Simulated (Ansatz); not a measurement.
Consider the following.

```
CELL_PARAMETERS angstrom
      3.46848     0.00000     0.00000
      1.73424     6.81753     0.00000
      0.00000     0.00000     3.76813
ATOMIC_POSITIONS crystal
  Si 0.94300 0.11401 0.75000
  Si 0.05700 0.88599 0.25000
  Si 0.25294 0.49412 0.75000
  Si 0.74706 0.50588 0.25000
  Hf 0.60277 0.79445 0.75000
  Hf 0.39723 0.20555 0.25000
```

No spin polarisation.

All numbers come from PBEsol/PAW in Ansatz (a quantum-chemistry and plane-wave program), without spin-orbit coupling. Γ-centred 13×13×13 mesh, Fermi–Dirac width 0.05 eV.

Q: Predict the pressure (mean of the normal stresses, compression positive).

A: 9.5 GPa.

Q: What is the computed band gap?

A: Zero.

Q: Estimate the space group.

A: Cmcm (No. 63).

The cells carry an imposed strain or load. Stability against distortions was not tested. All final runs are without spin polarisation. The cell was made from HfSi2 (space group Cmcm, No. 63) by this change: biaxial strain −4.98 %, plane normal [001], relaxed out of plane.
